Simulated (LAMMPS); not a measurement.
Molecular dynamics of Al (fcc), 4000 atoms, at 980 K and 0 GPa, heated as the crystal.

Model: classical MD, pair style eam/alloy, file AlCu.eam.alloy, run in LAMMPS.

```
frequency (THz)  vibrational (phonon) density of states (1/THz)
---------------  ----------------------------------------------
0.08050                                                  0.1063
0.4025                                                   0.1047
0.7250                                                   0.1042
1.047                                                    0.1083
1.369                                                    0.1139
1.692                                                    0.1195
2.014                                                    0.1266
2.337                                                    0.1323
2.659                                                    0.1326
2.981                                                    0.1333
3.303                                                    0.1343
3.625                                                    0.1329
3.947                                                    0.1304
4.269                                                    0.1283
4.591                                                    0.1248
4.913                                                    0.1213
5.236                                                    0.1192
5.559                                                    0.1149
5.880                                                    0.1105
6.203                                                    0.1044
6.525                                                    0.0972
6.848                                                    0.0903
7.170                                                    0.0816
7.492                                                    0.0715
7.813                                                    0.0608
8.136                                                    0.0513
8.459                                                    0.0429
8.780                                                    0.0362
9.102                                                    0.0301
9.425                                                    0.0249
9.747                                                    0.0205
10.07                                                    0.0169
10.39                                                    0.0143
10.71                                                    0.0123
11.04                                                    0.0106
11.36                                                    0.0089
11.68                                                    0.0076
12.00                                                    0.0066
12.32                                                    0.0057
12.65                                                    0.0049
12.97                                                    0.0042
13.29                                                    0.0036
13.61                                                    0.0032
13.94                                                    0.0028
14.26                                                    0.0024
14.58                                                    0.0021
14.90                                                    0.0018
15.22                                                    0.0016
15.55                                                    0.0014
15.87                                                    0.0012
```

Read from the full data:
- state found: liquid
- mean frequency of the vibrational (phonon) density of states: 4.4 THz
